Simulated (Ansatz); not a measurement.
Relaxation of the outer planes of the (11-21) surface of hcp Re in its 1x1 cell, outermost plane spacing 0.66 Å in the ideal cut.

Calculation: PBE (plane waves to 420 eV, PAW; Ansatz, an electronic-structure program).

Model: 16-atom slab, 9.9 Å thick at the start (thin: gaps and levels are the slab's own), 9x8x1 mesh, Fermi-Dirac 0.1 eV, dipole correction, all atoms relaxed; symmetry of the start imposed; no spin, no spin-orbit, no U.

```csv
plane,atoms,bulk spacing to the next (Å),relaxed spacing (Å),change (%),rumpling (Å)
1,Re,0.663,___,___,0.00
2,Re,0.663,0.529,-20.2,0.00
```

Question: What belongs in the gaps?

Answer: 
- 1, relaxed spacing (Å): 0.568
- 1, change (%): -14.3
